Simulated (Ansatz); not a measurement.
Ansatz (a program for electronic structure) run on ZnW3 (I4/mmm, 4 atoms in the cell): self-consistent single point.

Method: PBE (plane waves, PAW; Ansatz).

```xyz
4
Lattice="-1.9308 1.9308 4.3007 1.9308 -1.9308 4.3007 1.9308 1.9308 -4.3007" Properties=species:S:1:pos:R:3 pbc="T T T"
W      0.0000     0.0000     4.3007
W      0.0000     1.9308     2.1503
W      1.9308     0.0000     2.1503
Zn     0.0000     0.0000     0.0000
```

Reference input (self-consistent single point, DFT, PBE, plane waves, default PAW files): basis.ecutwfc = 420 eV; kpoints.mp_grid.grid = 8 8 8; hamiltonian.xc = pbe; hamiltonian.pseudopotentials = {kind: paw} (the program's default PAW files); scf.occupations.method = cold; scf.occupations.width = 0.2 eV. This run's input differs from it in these lines:

Ansatz 0.2 input:
```diff
@@ -11,3 +11,3 @@
 basis:
-  ecutwfc: 420.0
+  ecutwfc: 380.0
 kpoints:
```

Output (repeated stretches shortened):

```
SCF iter   1: F=—  HF=-34471.962815 eV  |F-HF|=—  |Δ(HF+E_count)|=         —  Δρ=4.14e-3  dr2=6.75e-3  ethr=1.77e-3  ⟨swp⟩=5.0  Hψ=7681  notcnv=0
all-band conjugate gradients solve this SCF's bands
preconditioner: auto → Kerker (q_TF=auto, 2.651 Å⁻¹)
SCF iter   2: F=—  HF=-34471.961878 eV  |F-HF|=—  |Δ(HF+E_count)|=   9.37e-4  S|Δr|=    0.00e0  Δρ=2.42e-3  dr2=2.42e-3  ethr=1.25e-5  ⟨swp⟩=1.0  Hψ=2421  notcnv=0
   [... lines left out ...]
SCF iter   5: F=—  HF=-34471.961466 eV  |F-HF|=—  |Δ(HF+E_count)|=   6.07e-6  S|Δr|=    0.00e0  Δρ=9.13e-5  dr2=3.74e-6  ethr=4.06e-8  ⟨swp⟩=2.0  Hψ=2212  notcnv=0
SCF iter   6: F=—  HF=-34471.961465 eV  |F-HF|=—  |Δ(HF+E_count)|=   1.17e-6  S|Δr|=    0.00e0  Δρ=2.04e-5  dr2=2.12e-7  ethr=6.93e-9  ⟨swp⟩=2.0  Hψ=2303  notcnv=0
SCF iter   7: F=-34471.961465 eV  HF=-34471.961465 eV  |F-HF|=2.40e-9  |Δ(HF+E_count)|=   7.01e-8  S|Δr|=    0.00e0  Δρ=2.69e-6  dr2=4.63e-9  ethr=1.85e-10  ⟨swp⟩=6.7  Hψ=6916  notcnv=0
SCF 1 converged in 7 iterations: F = -34471.961465 eV  dr2 = 4.63e-9
Stability not checked (fill_not_monotonic)
Free energy (F): -34471.961465 eV
Internal energy: -34471.958201 eV  (E = F + TS)
E sigma→0 (E₀):  -34471.960377 eV
Entropy (-TS):   -0.003264 eV (-0.816 meV/atom)
Fermi energy:    19.101755 eV
--- Forces (eV/Å), atoms counted from 1 ---
  atom   1  W      0.00000000     0.00000000     0.00000000
   [... zero for the other atoms too ...]
--- Stress (GPa, compression-positive) ---
       -4.582874       0.000000       0.000000
        0.000000      -4.582874       0.000000
        0.000000      -0.000000      -7.891974
  P = ⅓ Tr σ = -5.6859 GPa (-56.859 kbar)
  The stress holds the Pulay correction. Without it, at fixed plane waves, as pw.x and ABINIT print it: P = -5.8063 GPa
```

The run converged in 7 iterations. Against the reference run the free energy rises by 1.4 meV/atom and the pressure moves little (-5.71 to -5.69 GPa).

The starting cell was generated: these elements placed on a structure prototype, without a prior relaxation; it need not be a known phase or ordering of this composition. Spin polarisation is off. Ansatz's pressure includes its estimate of the finite-basis (Pulay) stress. The cutoff lies below the one recommended for these files.
